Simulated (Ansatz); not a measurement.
**monolayer PtSe$_{2}$: band-edge transport data**

Here is the system:

```
CELL_PARAMETERS angstrom
      3.78546     0.00000     0.00000
     -1.89273     3.27831     0.00000
      0.00000     0.00000    18.98202
ATOMIC_POSITIONS crystal
  Pt 0.00000 0.00000 0.50000
  Se 0.33333 0.66667 0.56783
  Se 0.66667 0.33333 0.43217
```

Level of theory: PBE with spin-orbit coupling, rigid bands (plane waves, PAW; Ansatz, an electronic-structure program). Condition of this run: biaxial strain +1 % with spin-orbit coupling. How the cell was made: cell and atoms relaxed with PBE, then loaded as said.

The band gap comes out as 1.23 eV. The electron conductivity mass (300 K, dilute) is 0.34 mₑ and the hole conductivity mass (300 K, dilute) is 2.8 mₑ. The effective density of states N_c (300 K) is 2.3e13 cm⁻² and the effective density of states N_v (300 K) is 6.6e13 cm⁻². The Seebeck coefficient, n-type 1.9e12 cm⁻², 300 K comes out as -383 μV/K. The Seebeck coefficient, p-type 1.9e12 cm⁻², 300 K is 526 μV/K.

Rigid bands; masses and Seebeck coefficients take one relaxation time τ for all states and one kind of carrier; polarons and phonon drag are left out.

Model free-standing layer, not matched to a measured one here: monolayer PtSe2.
